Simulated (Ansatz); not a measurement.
Consider ZnS in the zinc blende structure (space group F-43m, No. 216; a = 5.297 Å).

All numbers come from LDA in Ansatz (plane waves to 420 eV, PAW, without spin-orbit coupling).

Strains are applied to the cell and any free atomic positions relax.

One change was made to it. Results:

The band gap shrinks by 0.20 eV, from 2.13 eV to 1.93 eV; the electron mass changes from 0.17 mₑ (at Γ) to 0.16 mₑ (at Γ); the width of the top valence band decreases by 0.18 eV, from 3.01 eV to 2.83 eV; the hole mass (degenerate bands, along [100]) becomes 0.17, 0.67, 0.67 mₑ (at Γ) (base: 0.18, 0.63, 0.63 mₑ (at Γ)).

Q: Which of these changes matches the shifts?
A. isotropic strain −2.00 %
B. isotropic strain +2.00 %
C. isotropic strain −1.50 %
D. isotropic strain +1.50 %

A: D, isotropic strain +1.50 %. For comparison, the band gap in the other runs: isotropic strain +2.00 % gives 1.86 eV; isotropic strain −2.00 % gives 2.40 eV; isotropic strain −1.50 % gives 2.33 eV.

Effective masses come from finite differences of ±0.01 Å⁻¹. No phonon test of stability was made.

Ansatz is a first-principles code.
